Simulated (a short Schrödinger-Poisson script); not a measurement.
System: gated Al0.4Ga0.6N/GaN polarisation-induced gas, at 300 K.

| layer | material | thickness (nm) | Na (cm⁻³) |
|---|---|---|---|
| 1 | Al0.4Ga0.6N | 25 | - |
| 2 | GaN | 6000 | 1e15 |

Constants are typed, rounded textbook-type inputs, not results; the design itself was drawn at random and stands for no fabricated device. Al0.4Ga0.6N: permittivity 9.26, conduction-band edge (eV) 0.58, gap (eV) 4.258, electron mass (mₑ) 0.248, Nv at 300 K (cm⁻³) 4.6e19. GaN: permittivity 9.5, conduction-band edge (eV) 0, gap (eV) 3.43, Nv at 300 K (cm⁻³) 4.6e19.

Channel valleys (confinement mass, in-plane density-of-states mass, number): Γ 0.2, 0.2, 1. At the gate the conduction-band edge of layer 1 lies 1.36 eV − eVg above the Fermi level of the channel; the field vanishes at the back. Sheet of polarisation charge: +2e13 e/cm² at 25 nm from the gate. The barrier under the gate holds no holes. Gaps are held at their typed values at every temperature. Mesh 0.08 nm at interfaces.

Solved with a short Schrödinger-Poisson script written for these runs: 1D Poisson equation in equilibrium, electrons quantum, Hartree (BenDaniel-Duke, 40 states a valley, the channel's in-plane mass for all, wave functions free to enter the barrier), parabolic valleys, classical holes, full ionisation, no traps, pinning or gate leakage.

The same stack at other levels of the model or other numerical settings:

| run | sheet density of all electrons at Vg = 0.5 V (cm⁻²) | sheet density of all electrons at Vg = -5.5 V (cm⁻²) | capacitance at Vg = 0.5 V (μF/cm²) | centroid of the channel electrons at Vg = 0.5 V (nm) | rough cost against the base |
|---|---|---|---|---|---|
| base | 1.82e13 | 6.40e12 | 0.319 | 1.79 | about 1 |
| electrons treated as classical, Boltzmann | 1.89e13 | 6.72e12 | 0.325 | 0.62 | 0.01 |
| electrons treated as classical, Fermi-Dirac | 1.82e13 | 6.49e12 | 0.315 | 1.60 | 0.10 |
| electrons treated as quantum, Hartree plus LDA exchange-correlation | 1.83e13 | 6.47e12 | 0.319 | 1.64 | 2 |
| mesh six times as coarse | 1.82e13 | 6.39e12 | 0.319 | 1.72 | 0.2 |
| one subband a valley | 1.81e13 | 6.38e12 | 0.317 | 1.28 | 0.5 |

The classical rows ignore confinement, and Boltzmann statistics overrate the density once the band edge passes the Fermi level.
